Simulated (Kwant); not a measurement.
Model system: Ge/Si0.2Ge0.8 stack with 1 barrier. One parabolic valley. Leads of mass 0.12 mₑ with the band edge at 0; grid 0.1 nm; bias swept from 0.0048 to 0.24 V, dropping linearly over the stack. Emitter Fermi level 0.024 eV, 300 K, equal in the collector.

```
layer  thickness (nm)  band offset (eV)  mass (mₑ)
-----  --------------  ----------------  ---------
1                 6.4              0.12       0.14
```

The device is made up for the run: typed textbook-type constants, with dimensions and the other settings drawn at random.

Kwant, one-band effective-mass tight-binding model in one dimension, coherent, no space charge, current by the Tsu-Esaki formula.

Sweep values stay those of the base run.

Base results: J (A/cm²) at bias = 0.06157 V 69100; J (A/cm²) at bias = 0.2400 V 676000; J (A/cm²) at bias = 0.1751 V 369000; J (A/cm²) at bias = 0.1183 V 177000.

Question: What follows from this one change: temperature 300 → 150 K?

Answer: J at bias = 0.06157 V 69100 → 6870 A/cm²; J at bias = 0.2400 V 676000 → 191000 A/cm²; J at bias = 0.1751 V 369000 → 68300 A/cm²; J at bias = 0.1183 V 177000 → 22500 A/cm².

Question: What follows from this one change: height of the first barrier 0.12 → 0.072 eV?

Answer: J at bias = 0.06157 V 69100 → 400000 A/cm²; J at bias = 0.2400 V 676000 → 1440000 A/cm²; J at bias = 0.1751 V 369000 → 1290000 A/cm²; J at bias = 0.1183 V 177000 → 848000 A/cm².

Question: What follows from this one change: Fermi level in the emitter 0.024 → 0.012 eV?

Answer: J at bias = 0.06157 V 69100 → 44600 A/cm²; J at bias = 0.2400 V 676000 → 456000 A/cm²; J at bias = 0.1751 V 369000 → 243000 A/cm²; J at bias = 0.1183 V 177000 → 115000 A/cm².
